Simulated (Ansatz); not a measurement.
## PtI₂ (space group P2_1/c, No. 14; a cell from a computed database, its experimental status unchecked; layered)

```yaml
crystal:
  lattice:
    - [6.73834, 0.00000, 0.00000]
    - [0.00000, 8.53275, 0.00000]
    - [-1.76722, 0.00000, 6.63895]
  atoms:
    - { symbol: Pt, position: [0.76289, 0.87272, 0.99668] }
    - { symbol: Pt, position: [0.23711, 0.12728, 0.00332] }
    - { symbol: Pt, position: [0.23711, 0.37272, 0.50332] }
    - { symbol: Pt, position: [0.76289, 0.62728, 0.49668] }
    - { symbol: I, position: [0.54098, 0.66526, 0.75300] }
    - { symbol: I, position: [0.45902, 0.33474, 0.24700] }
    - { symbol: I, position: [0.45902, 0.16526, 0.74700] }
    - { symbol: I, position: [0.54098, 0.83474, 0.25300] }
    - { symbol: I, position: [0.01373, 0.58677, 0.27185] }
    - { symbol: I, position: [0.98627, 0.41323, 0.72815] }
    - { symbol: I, position: [0.98627, 0.08677, 0.22815] }
    - { symbol: I, position: [0.01373, 0.91323, 0.77185] }
```

Level of theory: PBEsol (Ansatz, a program for electronic structure), spin-orbit coupling left out. k-mesh 4×3×4 (Γ-centred); smearing 0.05 eV (Fermi–Dirac).

* **Volume per atom**: 31.81 Å³
* **Density**: 7.81 g/cm³
* **Band gap**: 1.05 eV (uncertain: the edges found on the path are not clean extrema)
* **Total energy**: -9082.934 eV/atom (σ→0; compares only within this code and set-up)

With I and Pt present, leaving out spin-orbit coupling can change the band edges. No phonon test of stability was made. No dispersion term is included in the PBEsol runs.
